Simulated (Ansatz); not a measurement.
## A computed series for Si: response to strain

The parent structure is Si in the diamond structure (space group Fd-3m, No. 227; a = 5.434 Å). Axes: x, y, z lie along the cube axes.

Strains are applied to the cell and any free atomic positions relax.

All numbers come from PBEsol (Ansatz, an electronic-structure program, PAW, without spin-orbit coupling).

For the base:

The band gap is 0.47 eV.

Q: The aim is a band gap between 0.12 eV and 0.18 eV. Which of these changes reaches it?
A) uniaxial strain ε_zz = +2.50 %
B) uniaxial strain ε_zz = −1.00 %
C) uniaxial strain ε_zz = −1.50 %
D) uniaxial strain ε_zz = −2.50 %

A: D, uniaxial strain ε_zz = −2.50 %. It gives 0.15 eV; uniaxial strain ε_zz = +2.50 % gives 0.38 eV; uniaxial strain ε_zz = −1.50 % gives 0.28 eV; uniaxial strain ε_zz = −1.00 % gives 0.34 eV. Changes not listed may reach it too

Stability against distortions was not tested. A zero or small gap of Si under uniaxial strain ε_zz = −2.50 % and Si under uniaxial strain ε_zz = −1.50 % can be the functional's error rather than a property of the material.
